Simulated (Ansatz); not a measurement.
**GaSb, pressure series**

The reference is GaSb in the zinc blende structure (space group F-43m, No. 216; a = 6.1324 Å).

Cell and atoms are relaxed at each pressure.

Level of theory: Ansatz (a quantum-chemistry and plane-wave program), r2SCAN, PAW, cutoff 500 eV, spin-orbit coupling left out.

Notes on the quantities. hole mass: degenerate bands, along [100]; enthalpy: H = E + PV relative to the base's energy.

```tsv
change	hole mass	enthalpy	electron mass
base	0.023, 0.26, 0.26 mₑ (at Γ)	–	0.023 mₑ (at Γ)
pressure −2 GPa	–	-0.37 eV/atom	–
pressure −1 GPa	–	-0.18 eV/atom	–
pressure 1.8 GPa	0.034, 0.25, 0.25 mₑ (at Γ)	+0.32 eV/atom	0.035 mₑ (at Γ)
pressure 4.2 GPa	0.046, 0.24, 0.24 mₑ (at Γ)	+0.73 eV/atom	1.7 mₑ along k, 0.091 mₑ across (at L)
pressure 9 GPa	0.064, 0.22, 0.22 mₑ (at Γ)	+1.51 eV/atom	1.0 mₑ along k, 0.18 mₑ across (off the special points)
pressure 18 GPa	0.087, 0.19, 0.19 mₑ (at Γ)	+2.88 eV/atom	0.99 mₑ along k, 0.18 mₑ across (off the special points)
pressure 30 GPa	0.11, 0.17, 0.17 mₑ (at Γ)	+4.56 eV/atom	0.98 mₑ along k, 0.17 mₑ across (off the special points)
pressure 45 GPa	0.12, 0.15, 0.15 mₑ (at Γ)	+6.50 eV/atom	1.0 mₑ along k, 0.17 mₑ across (off the special points)
pressure 60 GPa	0.13 mₑ (at Γ)	+8.32 eV/atom	1.0 mₑ along k, 0.17 mₑ across (off the special points)
```

Spin-orbit coupling, missing from the scalar runs, can matter with Sb. The levels and masses belong to the bands next to the band gap. Load acts through the strain it causes; cell and atoms are relaxed under it. Effective masses come from finite differences of ±0.01 Å⁻¹. Along k means along the line from Γ to the band edge. Whether these cells are dynamically stable was not tested. Tetrahedral semiconductors of this kind turn to denser phases somewhere between about 1 and 50 GPa; those were not computed, so compressed cells here can lie past the real transition.
